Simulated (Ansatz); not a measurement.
Take ZnBr2 in the fluorite structure (space group Fm-3m, No. 225; a hypothetical phase, not in the database extracts checked) as the base.

```xyz
3
Lattice="0.0000 3.3457 3.3457 3.3457 0.0000 3.3457 3.3457 3.3457 0.0000" Properties=species:S:1:pos:R:3 pbc="T T T"
Zn     0.0000     0.0000     0.0000
Br     1.6729     1.6729     1.6729
Br     5.0186     5.0186     5.0186
```

Cartesian axes are those of the cell as printed.

All numbers come from r2SCAN in Ansatz (plane waves to 500 eV, PAW, scalar-relativistic without spin-orbit coupling).

Base values:

- Valley order: Γ 0.19 eV; X along ⟨100⟩ 1.37 eV
- Pressure: 0.00 GPa

Perturbation: a pure shear with ε_xy = ε_yx = 0.0069, atoms relaxed at fixed cell.

Task: Predict the new valley order, energy relative to the base and pressure.

Result: The valley order (the lowest conduction-band minima on the path, energy above the VBM, named in the base's zone) goes from Γ 0.19 eV; X along ⟨100⟩ 1.37 eV to Γ 0.20 eV; X along [001] 1.37 eV; X along [100] 1.38 eV; the energy drops by 0.6 meV/atom; the pressure (mean of the normal stresses, compression positive) is nearly the same (0.00 GPa against 0.01 GPa).

The levels and masses belong to the bands next to the band gap. The cells carry an imposed strain or load. No phonon test of stability was made. Under tensor shear ε_xy = +0.69 % the cell ends below the base's energy or with stress of the wrong sign: the atoms slid into a distortion or the cell is elastically unstable, so the base is not a stable minimum at this level.

Ansatz is a quantum-chemistry and plane-wave program.
